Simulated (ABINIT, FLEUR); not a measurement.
A FLEUR input for a self-consistent single point of KTaO3 (Pm-3m, 5 atoms in the cell) (DFT, PBE, all-electron FLAPW (FLEUR), scalar-relativistic valence):

Input of the input generator:

```
KTaO3 crystal
&input film=f /
7.5499075124 0.0000000000 0.0000000000
0.0000000000 7.5499075124 0.0000000000
0.0000000000 0.0000000000 7.5499075124
1.0
1.0 1.0 1.0

5
19 0.5000000000 0.5000000000 0.5000000000
73 0.0000000000 0.0000000000 0.0000000000
8 0.0000000000 0.5000000000 0.0000000000
8 0.5000000000 0.0000000000 0.0000000000
8 0.0000000000 0.0000000000 0.5000000000

&comp jspins=1 /
&kpt div1=6 div2=6 div3=6 gamma=t /
&end /
```

```xml
<?xml version="1.0" encoding="UTF-8" standalone="no"?>
<fleurInput fleurInputVersion="0.39">
   <comment>
      KTaO3 crystal                                                                                       
   </comment>
   <calculationSetup>
      <cutoffs Kmax="4.6" Gmax="18.4" GmaxXC="18.4" numbands="0"/>
      <scfLoop itmax="100" minDistance="0.00001" maxIterBroyd="99" imix="Anderson" alpha="0.05" precondParam="0.0" spinf="2.0"/>
      <coreElectrons ctail="T" frcor="F" kcrel="0" coretail_lmax="0"/>
      <xcFunctional name="pbe" relativisticCorrections="F"/>
      <magnetism jspins="1"/>
      <soc l_soc="F" theta="0.0" phi="0.0" spav="F"/>
      <expertModes spex="0" secvar="F"/>
      <geometryOptimization l_f="T" forcealpha="1.0" forcemix="BFGS" epsdisp="0.00001" epsforce="0.00001"/>
      <ldaU l_linMix="F" mixParam="0.05" spinf="1.0"/>
   </calculationSetup>
   <cell>
      <bzIntegration valenceElectrons="54.0" mode="hist" fermiSmearingEnergy="0.0001">
         <kPointListSelection listName="default-1"/>
         <!-- k-points included here -->
         <xi:include xmlns:xi="http://www.w3.org/2001/XInclude" href="kpts.xml"> </xi:include>
      </bzIntegration>
      <!-- symmetry operations included here -->
      <xi:include xmlns:xi="http://www.w3.org/2001/XInclude" href="sym.xml"> </xi:include>
      <bulkLattice scale="1.0">
         <bravaisMatrix>
            <row-1>    7.5499075123999999     0.0000000000000000     0.0000000000000000</row-1>
            <row-2>    0.0000000000000000     7.5499075123999999     0.0000000000000000</row-2>
            <row-3>    0.0000000000000000     0.0000000000000000     7.5499075123999999</row-3>
         </bravaisMatrix>
      </bulkLattice>
   </cell>
   <atomSpecies>
      <species name="Potassium (K)" element="K" atomicNumber="19">
         <mtSphere radius="2.68" gridPoints="925" logIncrement="0.013"/>
         <atomicCutoffs lmax="10" lnonsphr="8"/>
         <electronConfig flipSpins="F">
            <coreConfig>(1s1/2) (2s1/2) (2p1/2) (2p3/2)</coreConfig>
            <valenceConfig>(3s1/2) (3p1/2) (3p3/2) (4s1/2)</valenceConfig>
            <stateOccupation state="(4s1/2)" spinUp="0.5" spinDown="0.5"/>
         </electronConfig>
         <energyParameters s="4" p="4" d="3" f="4"/>
         <lo type="SCLO" l="0" n="3" eDeriv="0"/>
         <lo type="SCLO" l="1" n="3" eDeriv="0"/>
      </species>
      <species name="Tantalum (Ta)" element="Ta" atomicNumber="73">
         <mtSphere radius="2.30" gridPoints="793" logIncrement="0.017"/>
         <atomicCutoffs lmax="10" lnonsphr="8"/>
         <electronConfig flipSpins="F">
            <coreConfig>(1s1/2) (2s1/2) (2p1/2) (2p3/2) (3s1/2) (3p1/2) (3p3/2) (4s1/2) (3d3/2) (3d5/2) (4p1/2) (4p3/2) (4d3/2) (4d5/2)</coreConfig>
            <valenceConfig>(5s1/2) (5p1/2) (5p3/2) (6s1/2) (4f5/2) (4f7/2) (5d3/2) (5d5/2)</valenceConfig>
            <stateOccupation state="(5d3/2)" spinUp="0.6" spinDown="0.6"/>
            <stateOccupation state="(5d5/2)" spinUp="0.9" spinDown="0.9"/>
         </electronConfig>
         <energyParameters s="6" p="6" d="5" f="5"/>
         <lo type="SCLO" l="0" n="5" eDeriv="0"/>
         <lo type="SCLO" l="1" n="5" eDeriv="0"/>
         <lo type="SCLO" l="3" n="4" eDeriv="0"/>
      </species>
      <species name="Oxygen (O)" element="O" atomicNumber="8">
         <mtSphere radius="1.30" gridPoints="451" logIncrement="0.023"/>
         <atomicCutoffs lmax="6" lnonsphr="4"/>
         <electronConfig flipSpins="F">
            <coreConfig>(1s1/2)</coreConfig>
            <valenceConfig>(2s1/2) (2p1/2) (2p3/2)</valenceConfig>
            <stateOccupation state="(2p1/2)" spinUp="0.6666666666667" spinDown="0.6666666666667"/>
            <stateOccupation state="(2p3/2)" spinUp="1.3333333333333" spinDown="1.3333333333333"/>
         </electronConfig>
         <energyParameters s="2" p="2" d="3" f="4"/>
      </species>
   </atomSpecies>
   <atomGroups>
      <atomGroup species="Potassium (K)">
         <relPos label="                   1">1.000/2.000 1.000/2.000 1.000/2.000</relPos>
         <force calculate="T" relaxXYZ="TTT"/>
      </atomGroup>
      <atomGroup species="Tantalum (Ta)">
         <relPos label="                   2">.0000000000 .0000000000 .0000000000</relPos>
         <force calculate="T" relaxXYZ="TTT"/>
      </atomGroup>
      <atomGroup species="Oxygen (O)">
         <relPos label="                   3">.0000000000 1.000/2.000 .0000000000</relPos>
         <relPos label="                   4">1.000/2.000 .0000000000 .0000000000</relPos>
         <relPos label="                   5">.0000000000 .0000000000 1.000/2.000</relPos>
         <force calculate="T" relaxXYZ="TTT"/>
      </atomGroup>
   </atomGroups>
   <output dos="F" band="F" slice="F">
      <checks vchk="F" cdinf="F"/>
      <bandDOS minEnergy="-.5*Htr" maxEnergy="0.5*Htr" sigma="0.015" storeEVData="T"/>
      <vacuumDOS vacdos="F" integ="F" star="F" nstars="0" locx1="0.0" locy1="0.0" locx2="0.0" locy2="0.0" nstm="0" tworkf="0.0"/>
      <unfoldingBand unfoldBand="F" supercellX="1" supercellY="1" supercellZ="1"/>
      <plotting iplot="0" polar="F">
         <plot TwoD="T" vec1="  1.0  0.0  0.0" vec2="  0.0  1.0  0.0" vec3="  0.0  0.0  1.0" zero="  0.0  0.0  0.0" file="plot"/>
      </plotting>
      <chargeDensitySlicing numkpt="0" minEigenval="0.0" maxEigenval="0.0" nnne="0" pallst="F"/>
      <specialOutput eonly="F"/>
      <magneticCircularDichroism mcd="F" energyLo="-10.0" energyUp="0.0"/>
   </output>
  <!-- We include the file relax.xml here to enable relaxations (see documentation) -->
  <xi:include xmlns:xi="http://www.w3.org/2001/XInclude" href="relax.xml"> <xi:fallback/> </xi:include>
</fleurInput>
```

Question: Translate this input to ABINIT.

Answer: This is the input that was run; spellings and numerical settings could be chosen otherwise.

```
# KTaO3, PseudoDojo nc-sr-05 PBE standard
pp_dirpath "./"
pseudos "K.upf, Ta.upf, O.upf"
acell 3*1.0
rprim
         7.5499075124    0.0000000000    0.0000000000
         0.0000000000    7.5499075124    0.0000000000
         0.0000000000    0.0000000000    7.5499075124
natom 5
ntypat 3
znucl 19 73 8
typat 1 2 3 3 3
xred
         0.5000000000    0.5000000000    0.5000000000
         0.0000000000    0.0000000000    0.0000000000
         0.0000000000    0.5000000000    0.0000000000
         0.5000000000    0.0000000000    0.0000000000
         0.0000000000    0.0000000000    0.5000000000
ecut 42
occopt 1
nband 24
kptopt 1
ngkpt 6 6 6
nshiftk 1
shiftk 0 0 0
nstep 50
tolvrs 1.0e-10
diemac 6
prtwf 0
prtden 0
```

Basis, cutoffs, solver keys and any potentials are the target program's own. This input uses DFT, PBE, plane waves, norm-conserving pseudopotentials (PseudoDojo nc-sr-05 PBE standard). Both were run: gap on the mesh 2.208 eV in FLEUR and 2.227 in ABINIT.

On FLEUR: the starting cell comes from a database of computed structures (which also holds hypothetical and non-ambient phases and stackings), without a prior relaxation at this level. Its lattice was rescaled by a random factor within 2.5 % of one. For this run, on top of that: lattice scaled by 0.98. Spin-orbit coupling is off. Values depend on the basis (sphere radii, cutoffs, local orbitals), which need not be converged.

On ABINIT: the starting cell comes from a database of computed structures (which also holds hypothetical and non-ambient phases and stackings), without a prior relaxation at this level. Its lattice was rescaled by a random factor within 2.5 % of one. For this run, on top of that: lattice scaled by 0.98. Spin-orbit coupling is off. With a pressure of about 3 GPa the cell is away from its equilibrium volume at this level.
